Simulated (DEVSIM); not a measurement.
Device: Al/Si3N4/p-Si capacitor, at 300 K.

Layer 1 from the left is Si3N4, thickness (nm) 2.30. Layer 2 from the left is Si, thickness (nm) 18000, Na (cm⁻³) 2e14.

Metal gate on the left, work function 4.1 eV. Fixed charge at the semiconductor interface -2e11 cm⁻² (in units of +e); no interface traps.

This is a model device: material constants are rounded textbook-type values typed into the input, and sizes, dopings and lifetimes were drawn at random. Values at 300 K.

Si3N4: gap (eV) 5.1, affinity (eV) 2.1, permittivity 7.5. Si: gap (eV) 1.124, affinity (eV) 4.05, permittivity 11.7, Nc (cm⁻³) 2.86e19, Nv (cm⁻³) 3.1e19.

Problem. Estimate by hand the flat-band voltage, the threshold voltage, and compare with a numerical solution.

Solution. 
- Flat-band voltage: C = 2.89 μF/cm², work-function difference -0.765 V; VFB = φms − qNf/C = -0.75 V; numerical -0.75 V.
- Threshold voltage: φF = 0.254 V, depletion charge √(4εqNφF) = 5.81e-9 C/cm²; VT = VFB + 2φF + Qd/C = -0.24 V; numerical -0.24 V.

DEVSIM, 1D Poisson equation in equilibrium, Boltzmann statistics, complete ionisation; no quantum confinement or tunnelling. Metal contacts follow the ideal Schottky-Mott rule: no Fermi-level pinning, no interface dipoles.
